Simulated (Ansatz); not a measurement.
The parent structure is MgO in the wurtzite structure (space group P6_3mc, No. 186; a = 3.303 Å, c = 5.021 Å; a cell from a computed database, its experimental status unchecked). Axes: x lies along a and z along c of the hexagonal cell.

It is then changed as follows: strain tensor (xx, yy, zz, yz, xz, xy) = (−2.65, +0.53, −1.63, +0.38, −0.24, −0.96) %, atoms relaxed at fixed cell.

Levels (all Ansatz, a quantum-chemistry and plane-wave program, PAW): PBEsol (420 eV, without spin-orbit coupling); r2SCAN (500 eV, spin-orbit coupling left out); HSE06 (420 eV, no SOC).

One geometry, relaxed with PBEsol, under each level:

```tsv
level	band gap	lowest conduction level above the VBM at special points	electron mass	pressure
PBEsol	3.53 eV	Γ 3.53 eV; X 6.08 eV; V₂ 7.33 eV; U₂ 7.34 eV	0.34 mₑ (at Γ)	47.0 kbar
r2SCAN	…	…	…	…
HSE06	5.28 eV	Γ 5.28 eV; X 7.91 eV; V₂ 9.21 eV	–	–
```

Problem. Give the withheld r2SCAN results.

Solution. 
- r2SCAN, band gap: 4.34 eV
- r2SCAN, lowest conduction level above the VBM at special points: Γ 4.34 eV; X 6.91 eV; V₂ 8.23 eV; U₂ 8.24 eV
- r2SCAN, electron mass: 0.37 mₑ (at Γ)
- r2SCAN, pressure: 39.0 kbar

Single points use the geometry relaxed with PBEsol. Their cutoffs differ, which shifts pressures a little. Effective masses come from finite differences of ±0.01 Å⁻¹. Whether these cells are dynamically stable was not tested. This is not the structure that MgO has at room temperature and ambient pressure. Labels are those of the standard path for the cell's own space group.
